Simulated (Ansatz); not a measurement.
The starting structures come from a database of crystals and need not be the phases stable at ambient conditions.

Data:

```
CELL_PARAMETERS angstrom
      4.90895     0.00000     0.00000
      0.88015     5.06592     0.00000
      0.00000     0.00000     4.96932
ATOMIC_POSITIONS crystal
  Ti 0.72256 0.71315 0.44719
  Ti 0.27744 0.28685 0.55281
  Ti 0.27744 0.78685 0.94719
  Ti 0.72256 0.21315 0.05281
  O  0.55464 0.96677 0.74237
  O  0.44536 0.03323 0.25763
  O  0.44536 0.53323 0.24237
  O  0.55464 0.46677 0.75763
  O  0.93616 0.35156 0.32303
  O  0.06384 0.64844 0.67697
  O  0.06384 0.14844 0.82303
  O  0.93616 0.85156 0.17697
```

The cell is strained (all lengths scaled by 1.02); by r2SCAN it stands under a pressure of -15.2 GPa.

Transport runs along the normal of the first two printed cell vectors.

The gap is the functional's own. No spin-orbit coupling. Mid-gap values are those at the computed energy nearest the middle.

Estimate the band gap and the smallest decay constant κ at mid-gap that Ansatz (a program for electronic structure) with r2SCAN returns for this system.

Gap 2.47 eV on a 6×6×6 mesh; κ = 0.383 1/Å, at the zone centre.
